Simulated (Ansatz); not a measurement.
# GaN, pressure series

The parent structure is GaN in the zinc blende structure (space group F-43m, No. 216; a = 4.498 Å).

Cell and atoms are relaxed at each pressure.

Levels (all Ansatz, a program for electronic structure, PAW): r2SCAN (500 eV, no spin-orbit coupling); HSE06 (420 eV, without spin-orbit coupling).

| pressure (GPa) | band gap, r2SCAN (eV) | band gap, HSE06 (eV) |
|---|---|---|
| -2 | 2.10 | 2.92 |
| -1 | 2.13 | 2.96 |
| 0 | 2.17 | 3.00 |
| 0.3 | 2.18 | 3.01 |
| 0.7 | 2.19 | 3.03 |
| 3 | 2.27 | 3.11 |
| 5 | 2.33 | 3.18 |
| 7.5 | ? | ? |
| 10 | 2.48 | 3.34 |

Question: Fit E_g = E₀ + αP + βP² to the rows shown and predict the withheld row.

Answer: Least squares on the printed values gives 

- r2SCAN: E₀ = 2.17 eV, α = 34.2 meV/GPa, β = -0.30 meV/GPa² (largest residual 0.00 eV); this predicts 2.41 eV, and the run gives 2.41 eV, in agreement
- HSE06: E₀ = 3.00 eV, α = 38.5 meV/GPa, β = -0.45 meV/GPa² (largest residual 0.00 eV); this predicts 3.26 eV, and the run gives 3.26 eV, in agreement.

Single points use the geometry relaxed with r2SCAN. Load acts through the strain it causes; cell and atoms are relaxed under it. Whether these cells are dynamically stable was not tested. Tetrahedral semiconductors of this kind turn to denser phases somewhere between about 1 and 50 GPa; those were not computed, so compressed cells here can lie past the real transition. This is not the structure that GaN has at room temperature and ambient pressure.
